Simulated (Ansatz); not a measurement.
Spinel Ni₂SiO₄ (high-pressure phase) was calculated with PBEsol (Ansatz, a quantum-chemistry and plane-wave program, PAW).

Numerical settings: plane-wave cutoff 520 eV, 8×8×8 k mesh, Fermi–Dirac smearing 0.01 eV, spin-polarised with parallel moments, scalar-relativistic PAW data made under PBE.

Cell (relaxed at this level):

```cif
data_Ni4O8Si2
_chemical_formula_sum 'Ni4 Si2 O8'
_space_group_name_H-M_alt 'P 1'
_space_group_IT_number 1
_cell_length_a 5.67006
_cell_length_b 5.67006
_cell_length_c 5.67006
_cell_angle_alpha 60.000
_cell_angle_beta 60.000
_cell_angle_gamma 60.000
loop_
_space_group_symop_operation_xyz
  'x, y, z'
loop_
_atom_site_label
_atom_site_type_symbol
_atom_site_fract_x
_atom_site_fract_y
_atom_site_fract_z
_atom_site_occupancy
Ni1 Ni 0.62500 0.62500 0.62500 1
Ni2 Ni 0.12500 0.62500 0.62500 1
Ni3 Ni 0.62500 0.62500 0.12500 1
Ni4 Ni 0.62500 0.12500 0.62500 1
Si1 Si 0.00000 0.00000 0.00000 1
Si2 Si 0.25000 0.25000 0.25000 1
O1 O 0.36978 0.36978 0.36978 1
O2 O 0.35933 0.88022 0.88022 1
O3 O 0.36978 0.36978 0.89067 1
O4 O 0.88022 0.35933 0.88022 1
O5 O 0.89067 0.36978 0.36978 1
O6 O 0.88022 0.88022 0.88022 1
O7 O 0.36978 0.89067 0.36978 1
O8 O 0.88022 0.88022 0.35933 1
```
Starting moments (μB, in the order of the record's atoms Ni Ni Ni Ni Si Si O O O O O O O O): 2.0 2.0 2.0 2.0 0.0 0.0 0.0 0.0 0.0 0.0 0.0 0.0 0.0 0.0.

Question: Give the computed band gap, smallest direct gap on the k points sampled and direct gap at Γ.

Answer: 
- band gap: 0.84 eV (indirect)
- smallest direct gap on the k points sampled: 0.93 eV
- direct gap at Γ: 1.39 eV

Note: the magnetic order was assumed, not searched for or taken from measurement; without U or exact exchange, gaps and moments of open d shells tend to come out too small.

Static lattice: no zero-point or thermal effects.
